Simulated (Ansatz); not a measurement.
## Effect of Ga → As on GaP

Consider GaP in the zinc blende structure (space group F-43m, No. 216; a = 5.439 Å).

It is then changed as follows: every Ga is replaced by As, then cell and atoms are relaxed.

All numbers come from PBEsol, PAW, 420 eV (Ansatz, a quantum-chemistry and plane-wave program; spin-orbit coupling left out), earlier PAW set. Settings: 14×14×14 k-points, 0.05 eV Fermi–Dirac smearing, for the changed cell.

```tsv
quantity	base	changed	shift
density	4.16 g/cm³	3.68 g/cm³	-0.48 g/cm³
lattice parameter a	5.439 Å	5.761 Å	+0.322 Å
space group	F-43m (No. 216)	F-43m (No. 216)	–
band gap	1.45 eV	zero	–
```

Final structure:

```
CELL_PARAMETERS angstrom
      0.00000     2.88030     2.88030
      2.88030     0.00000     2.88030
      2.88030     2.88030     0.00000
ATOMIC_POSITIONS crystal
  P  0.75000 0.75000 0.75000
  As 0.00000 0.00000 0.00000
```

No phonon test of stability was made. As relaxed here, AsP is a hypothetical phase, not in the database extracts checked. All final runs are without spin polarisation.
